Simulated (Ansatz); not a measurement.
Results of PBEsol (plane waves, PAW; Ansatz, an electronic-structure program) for RuAs (model structure, started from the NbAs type, I4₁md, No. 109, 4 atoms in the cell).

Numerical settings: plane-wave cutoff 520 eV, 24×24×24 k mesh, Fermi–Dirac smearing 0.05 eV, no spin polarisation, scalar-relativistic PAW data made under PBE.

Cell (relaxed at this level):

```cif
data_As4Ru4
_chemical_formula_sum 'Ru4 As4'
_space_group_name_H-M_alt 'I41md'
_space_group_IT_number 109
_space_group_name_Hall 'I 4bw -2'
_cell_length_a 3.38791
_cell_length_b 3.38791
_cell_length_c 10.41656
_cell_angle_alpha 90.000
_cell_angle_beta 90.000
_cell_angle_gamma 90.000
loop_
_atom_site_label
_atom_site_type_symbol
_atom_site_symmetry_multiplicity
_atom_site_Wyckoff_symbol
_atom_site_fract_x
_atom_site_fract_y
_atom_site_fract_z
_atom_site_occupancy
Ru1 Ru 4 a 0.00000 0.00000 0.24863 1
As1 As 4 a 0.00000 0.00000 0.66737 1
```
(The calculation used a cell of 4 atoms; values per cell refer to that cell.)

**Question.** Give the computed bulk modulus.

**Answer.** 
* **bulk modulus**: 199 GPa

Note: the run has no spin polarisation, so it can have missed a magnetic state; the bulk modulus is −V dP/dV from two relaxed cells at ±2 % in volume; the relaxation could raise the start's symmetry but not lower it, so the cell can be a saddle point.

The computed numbers hold no vibrational or temperature effects.

A model structure was made by putting elements into a prototype or built by hand; it is no filed structure, need not be a known phase, and can be a saddle point held by its symmetry.
